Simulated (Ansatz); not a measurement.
Cells marked so need not be the phases stable at ambient conditions, and some may be hypothetical.

The gap is the functional's own. No spin-orbit coupling. Mid-gap values are interpolated on the energy grid.

A. NaHF₂ (R-3m, not sure to be the ambient phase, 4 atoms a cell, 12.0 Å³ an atom, -2 GPa at this level), along the normal of (100)
B. LaBiS₂O (P4/nmm, not sure to be the ambient phase, 10 atoms a cell, 22.5 Å³ an atom), along the normal of (100)
C. ZrO2 (I4_1/amd, anatase, not sure to be the ambient phase, 6 atoms a cell, 14.4 Å³ an atom), along the normal of (100)

Put the candidates in order of mid-gap decay constant of the slowest evanescent state, highest first, for r2SCAN run with Ansatz (a program for electronic structure).

A (0.64 1/Å), C (0.39 1/Å), B (0.10 1/Å)
